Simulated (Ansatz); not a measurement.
Take BaS in the rock salt structure (space group Fm-3m, No. 225) as the base.

```yaml
crystal:
  lattice:
    - [0.00000, 3.21440, 3.21440]
    - [3.21440, 0.00000, 3.21440]
    - [3.21440, 3.21440, 0.00000]
  atoms:
    - { symbol: Ba, position: [0.00000, 0.00000, 0.00000] }
    - { symbol: S, position: [0.50000, 0.50000, 0.50000] }
```

Computed with PBE/PAW in Ansatz (a program for electronic structure), no SOC.

Base values:

The width of the top valence band comes out as 0.98 eV and the pressure is -0.01 GPa. The valley order is X along ⟨100⟩ 2.23 eV; Γ 3.59 eV.

It is then changed as follows: the cell is scaled by 1.0200 in all directions; the atoms relax in the strained cell.

Task: Predict the new width of the top valence band.

Result: The width of the top valence band decreases by 0.095 eV, from 0.98 eV to 0.88 eV.

Task: What happens to the pressure?

Result: The pressure drops by 2.17 GPa (-0.01 GPa → -2.18 GPa).

Task: Predict the new valley order.

Result: The valley order (the lowest conduction-band minima on the path, energy above the VBM, named in the base's zone) goes from X along ⟨100⟩ 2.23 eV; Γ 3.59 eV to X along ⟨100⟩ 2.31 eV; Γ 3.30 eV.

The levels and masses belong to the bands next to the band gap. Whether these cells are dynamically stable was not tested.
